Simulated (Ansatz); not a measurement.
**TiAl, pressure series**

The reference is TiAl (space group P4/mmm, No. 123).

```yaml
crystal:
  lattice:
    - [2.79730, 0.00000, 0.00000]
    - [0.00000, 2.79730, 0.00000]
    - [0.00000, 0.00000, 4.03231]
  atoms:
    - { symbol: Ti, position: [0.00000, 0.00000, 0.00000] }
    - { symbol: Al, position: [0.50000, 0.50000, 0.50000] }
```

Cell and atoms are relaxed at each pressure.

Level of theory: PBEsol, PAW, 420 eV (Ansatz, a program for electronic structure; no spin-orbit coupling).

Notes on the quantities. enthalpy: H = E + PV relative to the base's energy.

```tsv
variant	enthalpy	lattice parameter a	c/a ratio
base	–	2.797 Å	1.442
pressure −2 GPa	-0.20 eV/atom	___	1.442
pressure −1 GPa	-0.10 eV/atom	2.805 Å	1.442
pressure 0.9 GPa	+0.09 eV/atom	2.791 Å	1.441
pressure 2.1 GPa	+0.20 eV/atom	2.782 Å	1.441
pressure 4.5 GPa	+0.44 eV/atom	2.765 Å	1.441
pressure 9 GPa	+0.86 eV/atom	2.737 Å	1.440
pressure 15 GPa	+1.40 eV/atom	2.705 Å	1.440
pressure 22.5 GPa	+2.05 eV/atom	2.670 Å	1.438
pressure 30 GPa	+2.68 eV/atom	2.642 Å	1.433
```

Q: Complete the table.

A: 
- pressure −2 GPa, lattice parameter a: 2.813 Å

Load acts through the strain it causes; cell and atoms are relaxed under it. Stability against distortions was not tested. No other phases were tried under pressure. All final runs are without spin polarisation.
